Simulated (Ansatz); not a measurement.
A zone-centre phonon calculation of Li3Ag (I4/mmm, 4 atoms in the cell) with Ansatz (an electronic-structure program).

Level of theory: LDA (PW92), default PAW files made with PBE (plane waves; Ansatz).

```
Li3Ag
1.0
   -2.10280     2.10280     3.65758
    2.10280    -2.10280     3.65758
    2.10280     2.10280    -3.65758
Li Ag
3 1
Cartesian
  2.10280   0.00000   1.82879
  0.00000   2.10280   1.82879
  0.00000   0.00000   3.65758
  0.00000   0.00000   0.00000
```

Reference input (self-consistent single point, DFT, LDA (PW92), plane waves, default PAW files made with PBE): basis.ecutwfc = 420 eV; kpoints.mp_grid.grid = 11 11 11; hamiltonian.xc = lda; hamiltonian.pseudopotentials = {kind: paw} (the program's default PAW files); scf.occupations.method = gaussian; scf.occupations.width = 0.1 eV. This run's input differs from it in these lines:

```diff
@@ -22,7 +22,5 @@
     method: gaussian
-    width: 0.1
-output:
-  forces: true
-  eigenvalues: true
-  stress: true
+    width: 0.5
+phonons:
+  method: dfpt
```

The program printed (abridged):

```
SCF iter   1: F=—  HF=-8063.771496 eV  |F-HF|=—  |Δ(HF+E_count)|=         —  Δρ=7.30e-3  dr2=1.92e-2  ethr=1.77e-3  ⟨swp⟩=3.2  Hψ=13901  notcnv=0
all-band conjugate gradients solve this SCF's bands
preconditioner: auto → Kerker (q_TF=auto, 2.373 Å⁻¹)
SCF iter   2: F=—  HF=-8063.755222 eV  |F-HF|=—  |Δ(HF+E_count)|=   1.63e-2  Δρ=2.89e-3  dr2=2.24e-3  ethr=6.85e-5  ⟨swp⟩=2.1  Hψ=7508  notcnv=0
   [... lines left out ...]
SCF iter   7: F=—  HF=-8063.752412 eV  |F-HF|=—  |Δ(HF+E_count)|=   4.93e-6  Δρ=4.58e-6  dr2=1.86e-8  ethr=9.79e-10  ⟨swp⟩=2.1  Hψ=5038  notcnv=0
SCF iter   8: F=—  HF=-8063.752412 eV  |F-HF|=—  |Δ(HF+E_count)|=   4.40e-9  Δρ=1.11e-6  dr2=7.72e-10  ethr=6.63e-11  ⟨swp⟩=2.0  Hψ=4880  notcnv=0
SCF iter   9: F=—  HF=-8063.752412 eV  |F-HF|=—  |Δ(HF+E_count)|=  2.73e-12  Δρ=3.64e-7  dr2=9.51e-11  ethr=2.76e-12  ⟨swp⟩=2.6  Hψ=7028  notcnv=0
SCF iter  10: F=-8063.752412 eV  HF=-8063.752412 eV  |F-HF|=9.09e-13  |Δ(HF+E_count)|=  1.27e-11  Δρ=5.12e-8  dr2=2.06e-12  ethr=1.00e-12  ⟨swp⟩=4.0  Hψ=16882  notcnv=0
SCF 1 converged in 10 iterations: F = -8063.752412 eV  dr2 = 2.06e-12
DFPT response loops at Γ: preconditioner auto → Kerker (q_TF=auto, 2.373 Å⁻¹) (partly filled bands, converged f_vac=0.000) …
Free energy (F): -8063.752412 eV
Internal energy: -8063.571088 eV  (E = F + TS)
E sigma→0 (E₀):  -8063.661750 eV
Entropy (-TS):   -0.181325 eV (-45.331 meV/atom)
Fermi energy:    5.694642 eV
--- Phonons (Γ-DFPT): 6 representative perturbations + reference, on 216 of 1331 k-points (Σ response iterations 18) ---
  k mesh reduced under 4 symmetry operations, with k and −k counted as one. Each operation leaves every solved displacement unchanged or reverses it
  ASR residual: 3.568e-5 → 0.000e0 eV/Å²; symmetrization residual: 5.556e-7 eV/Å²
  ASR residual per site (eV/Å²): 1.25e-5 1.25e-5 1.29e-5 3.57e-5
  Γ frequencies (cm⁻¹): 0.00 0.00 0.00 157.08 172.34 172.34 293.75 316.38 316.38 358.44 358.44 384.01
  non-analytic LO–TO correction: not included (Born effective charges unavailable; polar crystals: no LO–TO splitting at Γ)
```

The run converged in 10 iterations. 

Summary of the result:
| Item | Value |
|---|---|
| Free energy E − TS (on the zero of these files) | -8063.7524 eV |
| Fermi level (on the code's own zero) | 5.69 eV |
| Zone-centre frequencies (cm⁻¹; negative means imaginary) | 0, 0, 0, 157, 172, 172, 294, 316, 316, 358, 358, 384 |

The starting cell comes from a database of computed structures (which also holds hypothetical and non-ambient phases and stackings), without a prior relaxation at this level. Its lattice was rescaled by up to half a per cent.

Cost on one core of a shared machine: roughly 80 s.

Keys are those of Ansatz 0.2.
